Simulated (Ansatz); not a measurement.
# Pressure series in hypothetical Fmmm Ga

Consider Ga (space group Fmmm, No. 69; a = 2.788 Å, b = 5.033 Å, c = 10.368 Å; a hypothetical phase, not in the database extracts checked).

Cell and atoms are relaxed at each pressure.

Method: plane-wave PAW DFT at the PBE-D3(BJ) level (Ansatz, a first-principles code, 420 eV), no SOC, earlier PAW set.

| P (GPa) | V (Å³/atom) |
|---|---|
| 0.90 | 17.896 |
| 2.10 | 17.555 |
| 4.50 | 16.973 |
| 9.00 | 16.124 |
| 15.00 | 15.280 |
| 22.50 | 14.483 |

Q: Fit a third-order Birch–Murnaghan equation of state.

A: Least squares on P(V) = (3B₀/2)[(V₀/V)^(7/3) − (V₀/V)^(5/3)]·[1 + (3/4)(B₀′ − 4)((V₀/V)^(2/3) − 1)] gives V₀ = 18.17 Å³/atom, B₀ = 55 GPa and B₀′ = 5.1.

Load acts through the strain it causes; cell and atoms are relaxed under it. No phonon test of stability was made. Competing high-pressure phases were not computed. The base started in Cmce and relaxed to Fmmm at this level.
